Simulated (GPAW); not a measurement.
# Several settings converged on As (R-3m, 2 atoms in the cell)

```
CELL_PARAMETERS angstrom
      3.69877    -1.88940     0.00000
      3.69877     1.88940     0.00000
      2.73362     0.00000     3.12698
ATOMIC_POSITIONS crystal
  As 0.23172 0.23172 0.23172
  As 0.77300 0.77300 0.77300
```

Base method: PBE, GPAW PAW datasets PBE (gpaw-data 1.0.1) (plane waves; GPAW).

Base settings: mode = pw; ecut = 600 eV; xc = PBE; kpts = 5 5 5; mesh shift (steps) = 0 0 0; occupations.name = fermi-dirac; occupations.width = 0.1 eV; nbands = -10; symmetry.symmorphic = false; symmetry.tolerance = 0.0005.

The count of work is k-points × plane waves × bands × iterations; it is no time. Core times come from one kind of shared machine, to one figure; runs under 30 s give none.

**The k-point mesh at a smearing width of 0.02 eV**

In this ladder: occupations.width = 0.02 eV.

Only quantities that move along the ladder and can be compared are tabulated.

```csv
kpts,free energy less the last step's (meV/atom),pressure (GPa),largest difference of a force vector from the last step's (eV/Å),count of work / last,core time / last (rough)
4 4 4,-28.11,1.14,0.315,0.0088,–
7 7 7,-10.73,0.95,0.029,0.027,–
10 10 10,-2.95,0.99,0.021,0.079,0.1
14 14 14,-0.45,1.06,0.014,0.20,0.3
17 17 17,0.22,1.07,0.010,0.33,0.3
25 25 25,0.00,1.07,0.000,1.0,1
```

Coarsest kpts that holds the free energy within 1 meV/atom of the last step, with all finer ones: 14 14 14, at 0.20 of the last step's count of work and about 0.3 of the last step's time; the step before is off by 2.9 meV/atom.

Coarsest kpts that holds the pressure within 0.1 GPa of the last step, with all finer ones: 10 10 10, at 0.079 of the last step's count of work and about 0.1 of the last step's time; the step before is off by 0.12 GPa.

Coarsest kpts that holds the forces within 0.005 eV/Å: not settled: the last two steps still differ by 0.010 eV/Å, over half the tolerance, so the ladder does not show it.

**The width of Fermi-Dirac smearing**

In this ladder: kpts = 8 8 8.

Narrow widths need finer meshes than wide ones, so the last steps can hold mesh noise.

Only quantities that move along the ladder and can be compared are tabulated; pressure and forces are left out, as mesh noise rules them at narrow widths.

| occupations.width | free energy less the last step's (meV/atom) | energy extrapolated to zero width less the last step's (meV/atom) |
|---|---|---|
| 1 eV | -629.13 | 134.25 |
| 0.5 eV | -104.84 | 35.85 |
| 0.3 eV | -24.96 | 9.33 |
| 0.1 eV | 0.00 | 0.00 |

Widest occupations.width that holds the free energy within 5 meV/atom: not settled: the last two steps still differ by 25 meV/atom, over half the tolerance, so the ladder does not show it.

Widest occupations.width that holds the energy extrapolated to zero width within 2 meV/atom: not settled: the last two steps still differ by 9.3 meV/atom, over half the tolerance, so the ladder does not show it.

**The setting conv density**

Moved along: convergence.energy, convergence.eigenstates.

The mesh stays at the base's, so the ladder's end is converged at best in this setting alone.

Only quantities that move along the ladder and can be compared are tabulated.

| convergence.density | pressure (GPa) | largest difference of a force vector from the last step's (eV/Å) |
|---|---|---|
| 0.01 e/electron | 0.54 | 0.225 |
| 0.001 e/electron | 0.79 | 0.005 |
| 0.0001 e/electron | 0.77 | 0.000 |
| 1e-06 e/electron | 0.77 | 0.000 |
| 1e-07 e/electron | 0.77 | 0.000 |

Coarsest convergence.density that holds the pressure within 0.1 GPa of the last step, with all finer ones: 0.001 e/electron; the step before is off by 0.24 GPa.

Coarsest convergence.density that holds the forces within 0.005 eV/Å of the last step, with all finer ones: 0.001 e/electron; the step before is off by 0.23 eV/Å.

On the base run: the starting cell has typed, rounded lattice constants, without a prior relaxation at this level. Its lattice was rescaled by up to half a per cent. One atom was moved a little off its site on purpose. Without a gap this mesh is coarse (it stands for a supercell whose shortest vector is 19 Å).

Left out of this page: 2 runs of the series outside the window shown, repeating another row's setting, or not comparable.
